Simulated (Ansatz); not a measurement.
## Elastic constant C44 of CsCl-type CoGa at several levels of theory

No measured value is used here.

| level (code) | value (GPa) | cell (Å³/atom) |
|---|---|---|
| LDA (Ansatz) | … | 11.09 |
| PBE (Ansatz) | 106 | 11.96 |
| PBEsol (Ansatz) | 122 | 11.45 |
| PBE-D3(BJ) (Ansatz) | 122 | 11.57 |
| r²SCAN (Ansatz) | … | 11.50 |
| HSE06 (Ansatz) | 118 | 11.45 |

Question: Fill in the missing entries.

Answer: 
- LDA (Ansatz, a quantum-chemistry and plane-wave program), value (GPa): 128
- r²SCAN (Ansatz), value (GPa): 125

The crystal itself was run without spin with LDA, PBE, PBEsol, PBE-D3(BJ), r²SCAN, HSE06; a magnetic state was not tried in these runs. PBE-D3(BJ): the dispersion coefficients are held fixed in the derivatives. HSE06: hybrids on metals are sensitive to the k mesh. HSE06: the run warned that the count of filled bands differs between k points. Each level is taken at its own relaxed cell. Cutoffs and k meshes differ between the levels. Ansatz's density-functional and Hartree–Fock values are scalar-relativistic unless marked +SOC, with PAW data made under PBE.
